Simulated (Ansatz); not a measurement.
Response to strain in GaAs

Base system: GaAs in the wurtzite structure (space group P6_3mc, No. 186; a = 3.9877 Å, c = 6.5760 Å; a cell from a computed database, its experimental status unchecked).

Strains are applied to the cell and any free atomic positions relax.

Calculations: PBEsol/PAW in Ansatz (a first-principles code), no spin-orbit coupling.

Computed cases, in order: the unstrained base; isotropic strain +0.98 %; isotropic strain +2.08 %; isotropic strain +3.80 %.

Q: Between which two neighbouring cases does the band gap open or close?

A: Between isotropic strain +0.98 % (0.22 eV) and isotropic strain +2.08 % (zero). The whole series: the unstrained base: 0.43 eV; isotropic strain +0.98 %: 0.22 eV; isotropic strain +2.08 %: zero; isotropic strain +3.80 %: zero.

A case with no gap was solved on a k-mesh chosen for an insulator, which is coarse for it. Whether these cells are dynamically stable was not tested. All final runs are without spin polarisation. This is not the structure that GaAs has at room temperature and ambient pressure. The zero or small gap of GaAs under isotropic strain +0.98 %, GaAs under isotropic strain +2.08 % and GaAs under isotropic strain +3.80 % can change with the level of theory.
